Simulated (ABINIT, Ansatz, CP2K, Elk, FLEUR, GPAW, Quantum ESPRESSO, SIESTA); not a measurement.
## Code comparison for Ir (Fm-3m, 1 atom in the cell)

Self-consistent single point, at a second geometry (lattice scaled by 0.98). First geometry:

```yaml
crystal:
  lattice:
    - [0.00000, 1.97051, 1.97051]
    - [1.97051, 0.00000, 1.97051]
    - [1.97051, 1.97051, 0.00000]
  atoms:
    - { symbol: Ir, position: [0.00000, 0.00000, 0.00000] }
```

Shared settings, as Ansatz (a quantum-chemistry and plane-wave program) writes them: kpoints.mp_grid.grid = 12 12 12; scf.occupations.method = fermi_dirac; scf.occupations.width = 0.05 eV. Potentials and cutoffs stand in the table.

```
code                                                                                                                                model  ΔF from the first geometry (meV/atom)  pressure (GPa)           cutoff
----------------  -----------------------------------------------------------------------------------------------------------------------  -------------------------------------  --------------  ---------------
GPAW                                                                                         PBE, GPAW PAW datasets PBE (gpaw-data 1.0.1)                                  -49.9            0.53           550 eV
ABINIT                                                                                                        PBE, PAW (JTH v2.0 PBE PAW)                                  -46.1            1.61            20 Ha
FLEUR                                                                        PBE, all-electron FLAPW (FLEUR), scalar-relativistic valence                                  -39.7               –  Kmax 4.1 1/bohr
SIESTA            GGA PBE, numerical atomic orbitals DZP, PseudoDojo PBE standard norm-conserving potentials (rewritten from UPF to PSML)                                  -38.1            3.50      grid 350 Ry
Ansatz                                                                                                             PBE, default PAW files                                  -44.9            1.85          default
Elk                                        PBE, all-electron FP-LAPW, Elk's shipped species files, APW+lo basis with extra local orbitals                                  -55.2               –       rgkmax 7.5
CP2K                                                              PBE, GPW, DZVP-MOLOPT-SR-GTH basis, GTH-PBE potentials (GTH_POTENTIALS)                                  -55.5           -0.08      grid 500 Ry
Quantum ESPRESSO                                                                         PBE, SSSP 1.1.2 precision (PBE) pseudopotentials                                  -44.2            1.58            50 Ry
```

A dash marks a value that a program does not give, or that is left out as unsure.

On Ansatz's run: spin-orbit coupling is off. Spin polarisation is off.

The spread over the programs that give each value: ΔF from the first geometry within 17.4 meV/atom; pressure within 3.58 GPa.

SIESTA and CP2K use small atom-centred bases, whose incompleteness enters pressures, forces and empty levels differently from a plane-wave cutoff. FLEUR and Elk treat all electrons, but the usual bases taken here (sphere radii, linearisation, local orbitals, empty states) were not tested for convergence, so the values are no reference for the others. Ansatz's pressure is given at a fixed set of plane waves, as the other plane-wave codes print theirs; with its correction for the finite basis it is 1.93 GPa. In the pressure, GPAW (by 1.07), SIESTA (by 1.91) and CP2K (by 1.67) lie more than 1 GPa from the median of the plane-wave programs.

The starting cell comes from a database of computed structures (which also holds hypothetical and non-ambient phases and stackings), without a prior relaxation at this level. Its lattice was rescaled by a random factor within 2.5 % of one. For this run, on top of that: lattice scaled by 0.98.

Keys are those of Ansatz 0.2.
